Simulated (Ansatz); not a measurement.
**L1₀ (CuAu-type) FePt**

These are RPBE (Ansatz, an electronic-structure program, PAW) values and carry that method's errors.

Numerical settings: plane-wave cutoff 520 eV, 20×20×16 k mesh (along the axes of the cell as run), Fermi–Dirac smearing 0.05 eV, spin-polarised with parallel moments, scalar-relativistic PAW data made under PBE.

Cell (relaxed at this level):

```cif
data_FePt
_chemical_formula_sum 'Fe1 Pt1'
_space_group_name_H-M_alt 'P 1'
_space_group_IT_number 1
_cell_length_a 2.75384
_cell_length_b 2.75384
_cell_length_c 3.79177
_cell_angle_alpha 90.000
_cell_angle_beta 90.000
_cell_angle_gamma 90.000
loop_
_space_group_symop_operation_xyz
  'x, y, z'
loop_
_atom_site_label
_atom_site_type_symbol
_atom_site_fract_x
_atom_site_fract_y
_atom_site_fract_z
_atom_site_occupancy
Fe1 Fe 0.00000 0.00000 0.00000 1
Pt1 Pt 0.50000 0.50000 0.50000 1
```
Starting moments (μB, in the order of the record's atoms Fe Pt): 3.0 0.0.

```yaml
bulk_modulus: 184 GPa
band_gap: zero (no gap)
magnetic moment (largest site, within a sphere): 3.07 μB
pressure derivative B′ of the bulk modulus: 5.1
```

Measured, for comparison: bulk modulus 208 GPa (room temperature, no zero-point or thermal correction; as tabulated in First-principles calculations on Fe-Pt nanoclusters of various morphologies). Computed (rounded) less measured: bulk modulus -12 %.

Note: the bulk modulus comes from volumes at which shape and atoms were relaxed.

Moments are spin moments.

Spin–orbit coupling is not included.
